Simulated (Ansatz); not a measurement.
**BSi6As (model structure, I-42m, No. 121, 8 atoms in the cell): lattice parameter c by level of theory**

No measured value is used here.

| level (code) | value (Å) |
|---|---|
| LDA (Ansatz) | 10.420 |
| PBE (Ansatz) | 10.558 |
| PBEsol (Ansatz) | 10.486 |
| r²SCAN (Ansatz) | 10.505 |

Cutoffs differ between the levels. Ansatz's density-functional and Hartree–Fock values are scalar-relativistic unless marked +SOC, with PAW data made under PBE.

A model structure was made by putting elements into a prototype or built by hand; it is no filed structure, need not be a known phase, and can be a saddle point held by its symmetry.

Ansatz is a program for electronic structure.
